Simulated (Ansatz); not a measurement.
Take MgSe in the rock salt structure (space group Fm-3m, No. 225) as the base.

```xyz
2
Lattice="0.0000 2.6956 2.6956 2.6956 0.0000 2.6956 2.6956 2.6956 0.0000" Properties=species:S:1:pos:R:3 pbc="T T T"
Mg     0.0000     0.0000     0.0000
Se     2.6956     2.6956     2.6956
```

Cartesian axes are those of the cell as printed.

Method: LDA (Ansatz, an electronic-structure program, PAW, no spin-orbit coupling).

Base values:

- Valence-band top at Γ: 0.00, 0.00, 0.00 eV

The change: biaxial strain +2.00 %, plane normal [001], relaxed out of plane (Cartesian); in-plane vectors clamped, the third vector and the atoms free.

Problem. What happens to the valence-band top at Γ?

Solution. The valence-band top at Γ (three highest levels, from the VBM) changes from 0.00, 0.00, 0.00 eV to 0.00, 0.00, -0.16 eV.

Problem. Estimate the effect on the in-plane stress.

Solution. The mean in-plane stress (compression positive) comes out as -2.7 GPa.

The levels and masses belong to the bands next to the band gap. No phonon test of stability was made.
